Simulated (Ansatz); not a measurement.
Nb2InC (P6₃/mmc, No. 194, 8 atoms in the cell; start mp-19835) was calculated with LDA in Ansatz (plane waves, PAW).

Settings: plane-wave cutoff 520 eV, 18×18×4 k mesh (along the axes of the cell as run), Fermi–Dirac smearing 0.05 eV, no spin polarisation, scalar-relativistic PAW data made under PBE.

Cell (relaxed at this level):

Space group P6₃/mmc (No. 194); a = b = 3.1407 Å, c = 14.2018 Å, α = β = 90.00°, γ = 120.00°

```json
[
 {"atom": "Nb", "site": "4f", "symmetry": "3m.", "x": "0.3333", "y": "0.6667", "z": "0.0830"},
 {"atom": "In", "site": "2d", "symmetry": "-6m2", "x": "0.6667", "y": "0.3333", "z": "0.2500"},
 {"atom": "C", "site": "2a", "symmetry": "-3m.", "x": "0.0000", "y": "0.0000", "z": "0.0000"}
]
```

Problem. Give the computed bulk modulus.

Solution. 
* **bulk modulus**: 184 GPa

Note: the run has no spin polarisation, so it can have missed a magnetic state; the bulk modulus is −V dP/dV from two relaxed cells at ±2 % in volume; the relaxation could not lower the start's symmetry, so the cell can be a saddle point above a distorted one.

Spin–orbit coupling is not included; it can open a gap where bands touch, and shift volumes and moduli.

Computed values are for the static lattice.

Computing time: very roughly 9 core-minutes.

A start named mp-… is a Materials Project structure, which need not be a measured phase.

Ansatz is a quantum-chemistry and plane-wave program.
